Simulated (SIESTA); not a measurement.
SIESTA run on LaSiNi (I4_1md, 6 atoms in the cell): self-consistent single point

Computed with GGA PBEsol, numerical atomic orbitals TZP, PseudoDojo PBEsol standard norm-conserving potentials (rewritten from UPF to PSML) (SIESTA).

This input was run:

```
# files in the folder: La.psml Si.psml Ni.psml (PseudoDojo PBEsol standard)
SystemName  LaSiNi
SystemLabel LaSiNi

NumberOfAtoms                6
NumberOfSpecies              3
%block ChemicalSpeciesLabel
  1 57 La
  2 14 Si
  3 28 Ni
%endblock ChemicalSpeciesLabel
LatticeConstant              7.576315 Ang
%block LatticeVectors
    -0.275814166    0.275814166    0.920789328
     0.275814166   -0.275814166    0.920789328
     0.275814166    0.275814166   -0.920789328
%endblock LatticeVectors
AtomicCoordinatesFormat      Ang
%block AtomicCoordinatesAndAtomicSpecies
    -0.000000000    0.000000000   10.489817855  1
     0.000000000    2.089655000    0.025532855  1
     0.000000000   -0.000000000    4.629539208  2
     2.089655000   -0.000000000    1.141444208  2
     0.000000000    2.089655000    5.757310083  3
    -0.000000000    0.000000000    2.269215083  3
%endblock AtomicCoordinatesAndAtomicSpecies

XC.functional                GGA
XC.authors                   PBEsol
PAO.BasisSize                TZP
PAO.EnergyShift              0.01 Ry
MeshCutoff                   400 Ry
%block kgrid.MonkhorstPack
    7   0   0  0.0
    0   7   0  0.0
    0   0   7  0.0
%endblock kgrid.MonkhorstPack
OccupationFunction           FD
ElectronicTemperature        1160.45 K

MaxSCFIterations             150
SCF.Mixer.Method             Broyden
SCF.Mixer.Weight             0.25
SCF.Mixer.History            6
SCF.DM.Tolerance             1.0E-04
Diag.ParallelOverK           true
WriteForces                  true
Charge.Mulliken              end
```

Log, with long lists cut:

```
reinit: Reading from file input.fdf

reinit: System Name: LaSiNi
reinit: System Label: LaSiNi

coor:   Atomic-coordinates input format  =     Cartesian coordinates
coor:                                          (in Angstroms)

siesta: Atomic coordinates (Bohr) and species
siesta:     -0.00000   0.00000  19.82288  1        1
siesta:      0.00000   3.94888   0.04825  1        2
siesta:      0.00000  -0.00000   8.74856  2        3
siesta:      3.94888  -0.00000   2.15702  2        4
siesta:      0.00000   3.94888  10.87974  3        5
siesta:     -0.00000   0.00000   4.28820  3        6

siesta: System type = bulk

initatomlists: Number of atoms, orbitals, and projectors:      6   134   136

siesta: ******************** Simulation parameters ****************************
redata: Spin configuration                          = none
redata: Time-Reversal Symmetry                      = T
redata: Number of Atomic Species                    =        3
redata: Mesh Cutoff                                 =   400.0000 Ry
redata: Net charge of the system                    =     0.0000 |e|
redata: Min. number of SCF Iter                     =        0
redata: Max. number of SCF Iter                     =      150
redata: SCF convergence failure will abort job
redata: SCF mix quantity                            = Hamiltonian
redata: Mix DM or H after convergence               =   F
redata: Recompute H after scf cycle                 =   F
redata: Mix DM in first SCF step                    =   T
redata: No kicks to SCF
redata: DM Mixing Weight for Kicks                  =     0.5000
redata: Require Harris convergence for SCF          =   F
redata: Harris energy tolerance for SCF             =     0.000100 eV
redata: Require DM convergence for SCF              =   T
redata: DM tolerance for SCF                        =     0.000100
redata: Require EDM convergence for SCF             =   F
   [... lines left out ...]
diag: Parallel distribution                         =     1 x     1
diag: Used triangular part                          = Lower
diag: Absolute tolerance                            =  0.100E-15
diag: Orthogonalization factor                      =  0.100E-05
diag: Memory factor                                 =  1.0000

superc: Internal auxiliary supercell:     5 x     5 x     7  =     175
superc: Number of atoms, orbitals, and projectors:   1050  23450  23800

                        Single-point calculation

superc: Internal auxiliary supercell:     5 x     5 x     7  =     175
superc: Number of atoms, orbitals, and projectors:   1050  23450  23800

outcell: Unit cell vectors (Ang):
       -2.089655    2.089655    6.976190
        2.089655   -2.089655    6.976190
        2.089655    2.089655   -6.976190

outcell: Cell vector modules (Ang)   :    7.576315    7.576315    7.576315
outcell: Cell angles (23,13,12) (deg):    147.9789    147.9789     45.9165
outcell: Cell volume (Ang**3)        :    121.8505
new_DM -- step:     1
Initializing Density Matrix...

Attempting to read DM from file... Failed...
DM filled with atomic data:

InitMesh: MESH = 80 x 80 x 60 = 384000
InitMesh: Mesh cutoff (required, used) =   400.000   490.036 Ry

stepf: Fermi-Dirac step function
        iscf     Eharris(eV)        E_KS(eV)     FreeEng(eV)     dDmax    Ef(eV) dHmax(eV)
   scf:    1   -10832.659083   -11126.814108   -11127.168702  2.339420 -3.408512 57.680105
   scf:    2   -10906.375885   -11194.974970   -11195.085718  1.013049 -5.597664 45.293075
   scf:    3   -11278.537830   -11241.774674   -11241.899550  0.409740 -5.530520 23.998692
   scf:    4   -10362.228806   -11003.039625   -11003.393482  1.119819 -2.900451 77.565148
   scf:    5   -11141.159299   -11251.922047   -11252.050017  1.028880 -5.453126 17.735125
   scf:    6   -11264.443831   -11258.729204   -11258.860106  0.083415 -5.366604 12.015901
   [... 7 lines left out ...]
   scf:   14   -11264.817760   -11264.817117   -11264.970806  0.002812 -5.171393  0.019696
   scf:   15   -11264.817078   -11264.817101   -11264.970814  0.000137 -5.171533  0.006757
   scf:   16   -11264.817005   -11264.817055   -11264.970815  0.000226 -5.172207  0.006491
   scf:   17   -11264.817067   -11264.817061   -11264.970816  0.000141 -5.172707  0.001744
   scf:   18   -11264.817058   -11264.817059   -11264.970816  0.000047 -5.172904  0.000868
SCF Convergence by DM+H criterion
max |DM_out - DM_in|         :     0.0000472823
max |H_out - H_in|      (eV) :     0.0008681639
SCF cycle converged after 18 iterations

Using DM_out to compute the final energy and forces

siesta: E_KS(eV) =           -11264.8171

siesta: E_KS - E_eggbox =    -11264.8171

siesta: Atomic forces (eV/Ang):
     1    0.000541    0.000362   -0.050824
     2    0.000362    0.000541   -0.050824
     3    0.000007   -0.000518    0.055643
     4   -0.000518    0.000007    0.055637
     5   -0.000150    0.001095   -0.007464
     6    0.001095   -0.000149   -0.007464
   Tot    0.001337    0.001337   -0.005296
   Max    0.055643
   Res    0.025247    sqrt( Sum f_i^2 / 3N )
   Max    0.055643    constrained

Stress tensor Voigt[x,y,z,yz,xz,xy] (kbar):       31.59       31.59       38.12        0.35        0.35       -0.04
(Free)E + p*V (eV/cell)   -11267.5389
Target enthalpy (eV/cell)   -11264.9708

siesta: Program's energy decomposition (eV):
siesta: Ebs     =     -1921.384946
siesta: Eions   =     14757.828509
siesta: Ena     =      1467.235080
siesta: Ekin    =      4827.539318
siesta: Enl     =     -1195.738264
siesta: Eso     =         0.000000
siesta: Edftu   =         0.000000
siesta: DEna    =        85.480397
siesta: DUscf   =         1.921157
siesta: DUext   =         0.000000
siesta: Ex      =     -1574.930584
siesta: Ec      =      -118.495653
siesta: Exc     =     -1693.426237
siesta: Eharris =    -11264.817058
siesta: Etot    =    -11264.817059
siesta: FreeEng =    -11264.970816

siesta: Atomic forces (eV/Ang):
siesta:      1    0.000541    0.000362   -0.050824
siesta:      2    0.000362    0.000541   -0.050824
siesta:      3    0.000007   -0.000518    0.055643
siesta:      4   -0.000518    0.000007    0.055637
siesta:      5   -0.000150    0.001095   -0.007464
siesta:      6    0.001095   -0.000149   -0.007464
siesta: ----------------------------------------
siesta:    Tot    0.001337    0.001337   -0.005296

siesta: Stress tensor (static) (eV/Ang**3):
siesta:     0.019717   -0.000028    0.000219
siesta:    -0.000028    0.019717    0.000219
siesta:     0.000219    0.000219    0.023793

   [... lines left out ...]
siesta: Cell volume =        121.850544 Ang**3
siesta:         -33.76705189        -32.66766598  kBar
   [... lines left out ...]
             -0.245   0.706   0.638   0.484   0.077   0.111   0.101   0.088

              0.074
   4  4.633   1.022   0.006   0.285   0.652   0.677   0.664  -0.245  -0.329
             -0.377   0.484   0.638   0.706   0.077   0.088   0.101   0.111

              0.074

Species: Ni
Atom  Qatom  Qorb
               3s      4s      4s      4s      3py     3pz     3px     4py
               4pz     4px     3dxy    3dyz    3dz2    3dxz    3dx2-y2 3dxy
               3dyz    3dz2    3dxz    3dx2-y2 3dxy    3dyz    3dz2    3dxz
               3dx2-y2
   5 17.642   1.948   0.262  -0.506   0.633   2.011   2.012   2.009   0.353
              0.339   0.174   1.771   1.664   1.680   1.837   1.718  -0.092

             -0.116  -0.114  -0.099  -0.125   0.026   0.088   0.081  -0.002

              0.090
   6 17.642   1.948   0.262  -0.506   0.633   2.009   2.012   2.011   0.174
              0.339   0.353   1.771   1.837   1.680   1.664   1.718  -0.092

             -0.099  -0.114  -0.116  -0.125   0.026  -0.002   0.081   0.088

              0.090

mulliken: Qtot =       66.000

Mulliken Atomic Populations:
Atom #   charge [q] valence [e]  Species
     1     0.275103   10.724897  La
     2     0.275103   10.724897  La
     3    -0.632894    4.632894  Si
     4    -0.632894    4.632894  Si
     5     0.357791   17.642209  Ni
     6     0.357790   17.642210  Ni
 Total    -0.000000
```

The run converged in 18 iterations.

The starting cell comes from a database of computed structures (which also holds hypothetical and non-ambient phases and stackings), without a prior relaxation at this level. Its lattice was rescaled by a random factor within 2.5 % of one. Spin polarisation is off. Values carry the incompleteness of an atom-centred basis. With a pressure of about -3 GPa the cell is away from its equilibrium volume at this level.

Cost on one core of a shared machine: roughly 7 min.
